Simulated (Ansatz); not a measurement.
The starting structures come from a database of crystals and need not be the phases stable at ambient conditions.

 Where the default PAW files enter, the runs use the earlier of Ansatz's two default sets.

By PBEsol, the system below comes out a metal.

Here is the system:

```yaml
crystal:
  lattice:
    - [4.13955, 0.00000, 0.00000]
    - [0.00000, 4.13955, 0.00000]
    - [2.06977, -2.06977, 1.69398]
  atoms:
    - { symbol: Sn, position: [0.00000, 0.00000, 0.00000] }
```

Space group of this cell: I4/mmm. The cell is strained (all lengths scaled by 1.02); by PBEsol its mean pressure is -4.2 GPa.

The current flows along the normal of the first two printed cell vectors, the (001) plane of the conventional cell. No spin-orbit coupling; the value is a mean over 0.1 eV about the Fermi level.

Q: Predict the ballistic conductance per area from PBEsol (Ansatz, a program for electronic structure).

A: 1.2 × 10¹⁵ S/m² for both spins.
